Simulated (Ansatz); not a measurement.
End structure of Ru on the 1x1 (111) surface of fcc Ni, ferromagnetic, one in a 2x2 cell, started at the site 'hollow Ni-Ni-Ni over Ni at depth 2.0 Å':

```yaml
crystal:
  lattice:
    - [4.97715, 0.00000, 0.00000]
    - [-2.48857, 4.31034, 0.00000]
    - [0.00000, 0.00000, 25.50000]
  atoms:
    - { symbol: Ni, position: [0.16667, 0.33333, 0.38155] }
    - { symbol: Ni, position: [0.16667, 0.83333, 0.38155] }
    - { symbol: Ni, position: [0.66667, 0.33333, 0.38155] }
    - { symbol: Ni, position: [0.66667, 0.83333, 0.38155] }
    - { symbol: Ni, position: [0.33333, 0.16667, 0.46024] }
    - { symbol: Ni, position: [0.33333, 0.66667, 0.46024] }
    - { symbol: Ni, position: [0.83333, 0.16667, 0.46024] }
    - { symbol: Ni, position: [0.83333, 0.66667, 0.46024] }
    - { symbol: Ni, position: [0.00119, 0.99881, 0.54009] }
    - { symbol: Ni, position: [0.00119, 0.50239, 0.54009] }
    - { symbol: Ni, position: [0.49761, 0.99881, 0.54009] }
    - { symbol: Ni, position: [0.50000, 0.50000, 0.53931] }
    - { symbol: Ni, position: [0.15574, 0.32787, 0.61907] }
    - { symbol: Ni, position: [0.16667, 0.83333, 0.62364] }
    - { symbol: Ni, position: [0.67213, 0.32787, 0.61907] }
    - { symbol: Ni, position: [0.67213, 0.84426, 0.61907] }
    - { symbol: Ru, position: [0.50000, 0.50000, 0.68972] }
```

Slab: 17 atoms, 6.0 Å thick at the start under the adsorbate (thin: gaps and levels are the slab's own); k 7x7x1, smearing 0.1 eV, dipole-corrected; 8 atoms held, the rest relaxed; start symmetry kept, larger cells not searched; spin-polarised, no spin-orbit, no U, no dispersion correction. At the end it is bonded to 3 Ni. In PBE it is, or lies within 0.03 eV of, the lowest of the starts that converged.

A negative adsorption energy means that the adsorbate is more stable on the surface than in its reference.

Question: What is the computed adsorption energy against an atom of hcp Ru (PBE (Ansatz, an electronic-structure program))?

Answer: 225 kJ/mol

Question: Estimate the change of the work function that PBE returns for this input.

Answer: -1.50 eV

Question: Predict the change of the step from the bottom to the top vacuum level, against the clean slab from PBE.

Answer: -1.49 eV

Question: Estimate the work function of the top face that PBE returns for this input.

Answer: 3.57 eV
